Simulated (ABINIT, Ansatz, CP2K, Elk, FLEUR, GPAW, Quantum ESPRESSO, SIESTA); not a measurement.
## MgS (Fm-3m, 2 atoms in the cell) computed with different codes at matched settings

Self-consistent single point, at a second geometry (lattice scaled by 0.98). First geometry:

```
CELL_PARAMETERS angstrom
      0.00000     2.61924     2.61924
      2.61924     0.00000     2.61924
      2.61924     2.61924     0.00000
ATOMIC_POSITIONS crystal
  Mg 0.00000 0.00000 0.00000
  S  0.50000 0.50000 0.50000
```

Shared settings, as Ansatz (a program for electronic structure) writes them: kpoints.mp_grid.grid = 7 7 7; scf.occupations.method = fermi_dirac; scf.occupations.width = 0.02 eV. Potentials and cutoffs stand in the table.

```json
[
 {"code": "SIESTA", "model": "GGA PBE, numerical atomic orbitals DZP, PseudoDojo PBE standard norm-conserving potentials (rewritten from UPF to PSML)", "ΔF from the first geometry (meV/atom)": "16.6", "pressure (GPa)": "5.45", "gap on the mesh (eV)": "3.019", "cutoff": "grid 300 Ry"},
 {"code": "Elk", "model": "PBE, all-electron FP-LAPW, Elk's shipped species files, default APW+lo basis", "ΔF from the first geometry (meV/atom)": "13.6", "pressure (GPa)": "–", "gap on the mesh (eV)": "2.904", "cutoff": "rgkmax 7"},
 {"code": "GPAW", "model": "PBE, GPAW PAW datasets PBE (gpaw-data 1.0.1)", "ΔF from the first geometry (meV/atom)": "12.8", "pressure (GPa)": "4.52", "gap on the mesh (eV)": "3.095", "cutoff": "850 eV"},
 {"code": "FLEUR", "model": "PBE, all-electron FLAPW (FLEUR), scalar-relativistic valence", "ΔF from the first geometry (meV/atom)": "13.6", "pressure (GPa)": "–", "gap on the mesh (eV)": "3.096", "cutoff": "Kmax 4.3 1/bohr"},
 {"code": "Quantum ESPRESSO", "model": "PBE, SSSP 1.1.2 efficiency (PBE) pseudopotentials", "ΔF from the first geometry (meV/atom)": "11.0", "pressure (GPa)": "4.27", "gap on the mesh (eV)": "3.072", "cutoff": "40 Ry"},
 {"code": "CP2K", "model": "PBE, GPW, DZVP-MOLOPT-SR-GTH basis, GTH-PBE potentials (GTH_POTENTIALS)", "ΔF from the first geometry (meV/atom)": "23.6", "pressure (GPa)": "6.30", "gap on the mesh (eV)": "2.967", "cutoff": "grid 1000 Ry"},
 {"code": "ABINIT", "model": "PBE, norm-conserving pseudopotentials (PseudoDojo nc-sr-05 PBE standard)", "ΔF from the first geometry (meV/atom)": "13.7", "pressure (GPa)": "4.67", "gap on the mesh (eV)": "3.087", "cutoff": "42 Ha"},
 {"code": "Ansatz", "model": "PBE, PAW files", "ΔF from the first geometry (meV/atom)": "13.2", "pressure (GPa)": "4.60", "gap on the mesh (eV)": "3.090", "cutoff": "420 eV"}
]
```

A dash marks a value that a program does not give, or that is left out as unsure.

Gaps are read on the mesh.

The spread over the programs that give each value: ΔF from the first geometry within 12.6 meV/atom; pressure within 2.03 GPa; gap on the mesh within 0.192 eV.

SIESTA and CP2K use small atom-centred bases, whose incompleteness enters pressures, forces and empty levels differently from a plane-wave cutoff. Elk and FLEUR treat all electrons, but the usual bases taken here (sphere radii, linearisation, local orbitals, empty states) were not tested for convergence, so the values are no reference for the others. Ansatz's pressure is given at a fixed set of plane waves, as the other plane-wave codes print theirs. In the pressure, CP2K (by 1.74) lies more than 1 GPa from the median of the plane-wave programs. In the gap, Elk (by 0.185) and CP2K (by 0.122) lie more than 0.12 eV from the median of the plane-wave programs.

The starting cell comes from a database of computed structures (which also holds hypothetical and non-ambient phases and stackings), without a prior relaxation at this level. Its lattice was rescaled by a random factor within 2.5 % of one. For this run, on top of that: lattice scaled by 0.98.

Keys are those of Ansatz 0.2.
